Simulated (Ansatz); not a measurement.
**SnSe (model structure, started from the 4H type, P6₃mc, No. 186, 8 atoms in the cell)**

These are r²SCAN+rVV10 (plane waves, PAW; Ansatz, an electronic-structure program) values and carry that method's errors.

Run with plane-wave cutoff 560 eV, 12×12×4 k mesh (along the axes of the cell as run), Fermi–Dirac smearing 0.01 eV, scalar-relativistic PAW data made under PBE.

Cell (relaxed at this level):

```yaml
crystal:
  lattice:
    - [5.05158, 0.00000, 0.00000]
    - [-2.52579, 4.37479, 0.00000]
    - [0.00000, 0.00000, 11.78448]
  atoms:
    - { symbol: Sn, position: [0.00000, 0.00000, 0.02607] }
    - { symbol: Sn, position: [0.00000, 0.00000, 0.52607] }
    - { symbol: Sn, position: [0.66667, 0.33333, 0.77543] }
    - { symbol: Sn, position: [0.33333, 0.66667, 0.27543] }
    - { symbol: Se, position: [0.00000, 0.00000, 0.78337] }
    - { symbol: Se, position: [0.00000, 0.00000, 0.28337] }
    - { symbol: Se, position: [0.66667, 0.33333, 0.54076] }
    - { symbol: Se, position: [0.33333, 0.66667, 0.04076] }
```

```json
{
 "band_gap": "0.48 eV",
 "smallest_direct_gap_on_the_k_points_sampled": "0.87 eV",
 "direct gap at Γ": "2.17 eV"
}
```

Note: the relaxation could raise the start's symmetry but not lower it, so the cell can be a saddle point.

Spin–orbit coupling is not included.

Static lattice: no zero-point or thermal effects.

Cost on a shared machine: very roughly 6 core-minutes.

A model structure was made by putting elements into a prototype or built by hand; it is no filed structure, need not be a known phase, and can be a saddle point held by its symmetry.
